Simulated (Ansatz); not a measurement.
K on the Li site in rock-salt LiF (start: the Li site; 64-site cell, 2×2×2 shifted sampling), F-rich (Δμ(Li) = -5.89 eV, Δμ(K) = -5.43 eV, bounded by KF (Fm-3m); only phases computed here count, gases as isolated molecules at 0 K). Method: PBE, PAW (plane waves to 420 eV; Ansatz, a program for electronic structure). In charge state 0 (not spin-polarised) the formation energy is 2.44 eV. The crystal has 5.94 × 10^22 Li sites per cm³.

Q: Estimate the equilibrium concentration at 900 K in the dilute limit, leaving out vibrational entropy and degeneracy.

A: kT = 0.0776 eV; c = N exp(−E_f / kT) = 5.94 × 10^22 × exp(−31.5) ≈ 1 × 10^9 cm^-3. An error of 0.2 eV in E_f moves this by a factor of 13.
